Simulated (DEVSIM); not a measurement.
Device: Schottky contact on n-type Si, at 250 K.

Layer 1 from the left is Si, thickness (μm) 5.40, Nd (cm⁻³) 3.1e15, τn (s) 2e-7, τp (s) 2e-7.

Left contact: Schottky, work function 4.85 eV, emission velocity 3.9e6 cm/s. Right contact: ohmic. Voltage is applied to the left contact. Recombination: SRH at mid-gap, radiative. Mobility is constant in doping.

The device is made up for the run: typed textbook-type constants, with dimensions and the other settings drawn at random. Values at 300 K; Nc and Nv go as T^1.5, mobilities as T to minus their exponent, the gap by Varshni's rule with the affinity fixed.

Si: gap (eV) 1.124, affinity (eV) 4.05, permittivity 11.7, Nc (cm⁻³) 2.86e19, Nv (cm⁻³) 3.1e19, μn (cm²/Vs) 1417, μp (cm²/Vs) 470, T exponent of μn 2.3, T exponent of μp 2.2, B (cm³/s) 4.7e-15, Varshni α (eV/K) 0.000473, Varshni β (K) 636.

Question: Estimate by hand the built-in potential, the peak field at zero bias, the capacitance at -3 V, and compare with a numerical solution.

Answer: 
- Built-in potential: barrier φB = 0.800 eV; Vbi = φB − kT/q ln(N_band/N) = 0.609 V; numerical 0.609 V.
- Peak field at zero bias: depletion approximation: W = √(2εVbi/(qN)) = 0.504 μm with N = 3.10e15 cm⁻³; field = 2Vbi/W = 24200 V/cm; numerical 23700 V/cm (estimate above by 1.9 %).
- Capacitance at -3 V: C = √(qεN / 2(Vbi + |V|)) = 8.44 nF/cm²; numerical 8.47 nF/cm².

DEVSIM, 1D drift-diffusion, Boltzmann statistics, complete ionisation; no tunnelling, impact ionisation, image-force lowering or self-heating. Metal contacts follow the ideal Schottky-Mott rule: no Fermi-level pinning, no interface dipoles.
